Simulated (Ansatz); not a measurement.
Consider MgS in the rock salt structure (space group Fm-3m, No. 225).

```xyz
2
Lattice="0.0000 2.6015 2.6015 2.6015 0.0000 2.6015 2.6015 2.6015 0.0000" Properties=species:S:1:pos:R:3 pbc="T T T"
Mg     0.0000     0.0000     0.0000
S      2.6015     2.6015     2.6015
```

Cartesian axes are those of the cell as printed.

Computed with Kohn–Sham DFT with the r2SCAN functional, run in Ansatz (a program for electronic structure) with PAW and 500 eV plane waves, no spin-orbit coupling.

Base values:

```
Item                                Result
---------------------  -------------------
Valence-band top at Γ  0.00, 0.00, 0.00 eV
Smallest direct gap                4.64 eV
```

Now apply this change: tensor shear ε_xy = +1.43 % (engineering shear γ = 0.0286), atoms relaxed at fixed cell.

Q: Estimate the effect on the energy relative to the base.

A: The energy increases by 2.7 meV/atom.

Q: How does this affect the valence-band top at Γ?

A: The valence-band top at Γ (three highest levels, from the VBM) goes from 0.00, 0.00, 0.00 eV to 0.00, -0.14, -0.27 eV.

Q: What happens to the smallest direct gap?

A: The smallest direct gap shrinks by 0.15 eV to 4.49 eV.

The cells carry an imposed strain or load. Stability against distortions was not tested.
